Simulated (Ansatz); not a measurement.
Consider Co$_{2}$Si (space group Pnma, No. 62; ferromagnetic).

```
Co2Si
1.0
    4.88329     0.00000     0.00000
    0.00000     3.71108     0.00000
    0.00000     0.00000     7.04170
Co Si
8 4
Direct
  0.53638   0.25000   0.78254
  0.03638   0.25000   0.71746
  0.46362   0.75000   0.21746
  0.96362   0.75000   0.28254
  0.17328   0.25000   0.06463
  0.67328   0.25000   0.43537
  0.82672   0.75000   0.93537
  0.32672   0.75000   0.56463
  0.70259   0.25000   0.10573
  0.20259   0.25000   0.39427
  0.29741   0.75000   0.89427
  0.79741   0.75000   0.60573
```

Level of theory: plane-wave PAW DFT at the PBE level (Ansatz, a quantum-chemistry and plane-wave program, 420 eV), scalar-relativistic without spin-orbit coupling.

One change was made to it. Results:

```tsv
quantity	base	after
largest site moment	0.43 μB	0.37 μB
magnetic state	ferromagnetic	ferromagnetic
volume per atom	10.63 Å³	10.44 Å³
```

**Question.** What was done to the base?
A. pressure 9 GPa
B. pressure 1.8 GPa
C. pressure 18 GPa
D. pressure 4.2 GPa

**Answer.** D, pressure 4.2 GPa. For comparison, the volume per atom in the other runs: pressure 18 GPa gives 9.93 Å³; pressure 9 GPa gives 10.24 Å³; pressure 1.8 GPa gives 10.55 Å³.

Other magnetic orders, which the real material may have, were not ruled out. Load acts through the strain it causes; cell and atoms are relaxed under it. No phonon test of stability was made. Competing high-pressure phases were not computed.
